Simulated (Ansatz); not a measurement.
## One-dimensional Tl body, 1 atoms a period

Computed with PBE (plane waves to 420 eV, PAW; Ansatz, a first-principles code). Mesh 1×1×98. No spin polarisation. Periodic along z alone, with about 11 Å of vacuum beside it. A hypothetical model. Only distortions within the start's symmetry and period were free. Pairing along the axis, which can open a gap, is among the distortions not tried. Values not marked SOC lack spin–orbit coupling. Buckling under compression is shut out by symmetry and the short period.

```
Quantity                                                                                                            Result
--------------------------------------------------------------------  ----------------------------------------------------
period along the axis (1 atoms)                                                                                    3.048 Å
PBE gap                                                                                               none (under 0.01 eV)
crossings of the Fermi level between Γ and the zone edge (49 points)  3, each for both spins (ideal conductance 3 × 2e²/h)
work function (PBE)                                                                                                3.37 eV
axial stiffness dF/dε                                                                                               9.4 nN
```

```xyz
1
Lattice="11.0000 0.0000 0.0000 0.0000 11.0000 0.0000 0.0000 0.0000 3.0481" Properties=species:S:1:pos:R:3 pbc="T T T"
Tl     5.5000     5.5000     0.0000
```
